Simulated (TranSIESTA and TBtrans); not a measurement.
Run with TranSIESTA and TBtrans (open boundaries, self-consistent; PseudoDojo norm-conserving potentials, scalar-relativistic): PAO.BasisSize DZP, PAO.EnergyShift 0.15 eV, XC.Authors PBE, Mesh.Cutoff 200 Ry, ElectronicTemperature 300 K, TS.Voltage 0.0 eV, TBT.Elecs.Eta 0.001 eV, no spin polarisation.

Device: Ag chain with one bond stretched by 0.3 Å. Leads: straight Ag chain, spacing 2.65 Å. Geometry: as built, not relaxed.

Q: Predict: conductance at 300 K (G0 = 2e²/h); mean T from −0.5 to 0.5 eV.

A: conductance at 300 K (G0 = 2e²/h): 0.98; mean T from −0.5 to 0.5 eV: 0.98. The straight chain is held at its spacing; free chains may zigzag or dimerise. No spin-polarised start was tried, so a magnetic state, if there is one, is missed.
